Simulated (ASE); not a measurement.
Li3OBr (antiperovskite; a metastable compound), cell Li24Br8O8, begun in the crystal structure [in the run: mean temperature 309 K (target 300 K); density 2.86 g/cm³, volume +4 % from the start crystal's]; MD at a mean temperature of 309 K and a mean pressure of 0.3 GPa, 2.3 ps sampled (in preparation the cell's shape was held).

Nuclei are classical, so zero-point motion is missing.

Problem. What is the computed mean vibrational (phonon) frequency; list of vibrational (phonon) peaks (above a quarter of the tallest; of peaks within two resolution widths the taller alone) (the machine-learned potential CHGNet 0.3.0 in ASE)?

Solution. 
mean vibrational (phonon) frequency: 7.4 THz
list of vibrational (phonon) peaks (above a quarter of the tallest; of peaks within two resolution widths the taller alone): 2.0, 4.0, 6.8, 9.9 THz (resolution 0.9 THz)
